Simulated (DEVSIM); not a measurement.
Structure: Co/SiO2/n-Si capacitor, at 300 K.

Layer 1 from the left is SiO2, thickness (nm) 1.60. Layer 2 from the left is Si, thickness (nm) 4500, Nd (cm⁻³) 1.6e16.

Metal gate on the left, work function 5 eV. Fixed charge at the semiconductor interface -1.7e11 cm⁻² (in units of +e); no interface traps.

The device is made up for the run: typed textbook-type constants, with dimensions and the other settings drawn at random. Values at 300 K.

SiO2: gap (eV) 9, affinity (eV) 0.9, permittivity 3.9. Si: gap (eV) 1.124, affinity (eV) 4.05, permittivity 11.7, Nc (cm⁻³) 2.86e19, Nv (cm⁻³) 3.1e19.

### Question
Estimate by hand the flat-band voltage, the threshold voltage, and compare with a numerical solution.

### Answer

- Flat-band voltage: C = 2.16 μF/cm², work-function difference 0.756 V; VFB = φms − qNf/C = 0.77 V; numerical 0.77 V.
- Threshold voltage: φF = 0.367 V, depletion charge √(4εqNφF) = 6.25e-8 C/cm²; VT = VFB − 2φF − Qd/C = 0.01 V; numerical 0.01 V.

DEVSIM, 1D Poisson equation in equilibrium, Boltzmann statistics, complete ionisation; no quantum confinement or tunnelling. Metal contacts follow the ideal Schottky-Mott rule: no Fermi-level pinning, no interface dipoles.
